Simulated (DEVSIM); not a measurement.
System: Pd/Al2O3/p-Si capacitor, at 300 K.

Layer 1 from the left is Al2O3, thickness (nm) 8.40. Layer 2 from the left is Si, thickness (nm) 6500, Na (cm⁻³) 7.8e15.

Metal gate on the left, work function 5.2 eV. Fixed charge at the semiconductor interface 0 cm⁻² (in units of +e); no interface traps.

Constants are typed, rounded textbook-type inputs, not results; the design itself was drawn at random and stands for no fabricated device. Values at 300 K.

Al2O3: gap (eV) 6.8, affinity (eV) 1.35, permittivity 9. Si: gap (eV) 1.124, affinity (eV) 4.05, permittivity 11.7, Nc (cm⁻³) 2.86e19, Nv (cm⁻³) 3.1e19.

Q: Estimate by hand the flat-band voltage, the threshold voltage, and compare with a numerical solution.

A: 
- Flat-band voltage: C = 0.949 μF/cm², work-function difference 0.240 V; VFB = φms − qNf/C = 0.24 V; numerical 0.24 V.
- Threshold voltage: φF = 0.349 V, depletion charge √(4εqNφF) = 4.25e-8 C/cm²; VT = VFB + 2φF + Qd/C = 0.98 V; numerical 0.98 V.

Simulated with DEVSIM: 1D Poisson equation in equilibrium, Boltzmann statistics, complete ionisation; no quantum confinement or tunnelling. Metal contacts follow the ideal Schottky-Mott rule: no Fermi-level pinning, no interface dipoles.
